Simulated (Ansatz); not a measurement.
Base system: C (space group Ia-3, No. 206; a = 4.449 Å; a hypothetical phase, not in the database extracts checked).

One thing is altered: cell and atoms relaxed at a pressure of 3 GPa.

Levels (all Ansatz, an electronic-structure program, PAW): PBEsol (420 eV, spin-orbit coupling left out); HSE06 (420 eV, scalar-relativistic without spin-orbit coupling).

The geometry is relaxed with PBEsol.

| Property | Result |
|---|---|
| PBEsol band gap | 2.27 eV |

Problem. How does going to HSE06 change the band gap?

Solution. The band gap rises by 1.19 eV, from 2.27 eV to 3.46 eV.

Single points use the geometry relaxed with PBEsol. HSE06 gaps are upper bounds (no full band path). Load acts through the strain it causes; cell and atoms are relaxed under it. Stability against distortions was not tested.
